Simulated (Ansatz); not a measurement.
System: TlBr (Fm-3m, No. 225, 2 atoms in the cell; start mp-568560; metastable phase). Method: PBE0 (Ansatz, a program for electronic structure, plane waves, PAW).

Settings: plane-wave cutoff 500 eV, 6×6×6 k mesh, gaussian smearing 0.02 eV, scalar-relativistic PAW data made under PBE.

Cell (relaxed with PBEsol):

```
TlBr
1.0
    0.00000     3.27972     3.27972
    3.27972     0.00000     3.27972
    3.27972     3.27972     0.00000
Tl Br
1 1
Direct
  0.00000   0.00000   0.00000
  0.50000   0.50000   0.50000
```

Give the computed band gap.


* **band gap**: 3.26 eV (on the SCF k mesh)

Note: cell and atoms aren't relaxed at this level (pressure 1.8 GPa).

Spin–orbit coupling is not included; with these elements it can move the gap by several tenths of an eV or more.

The computed numbers hold no vibrational or temperature effects.

A start named mp-… is a Materials Project structure, which need not be a measured phase.
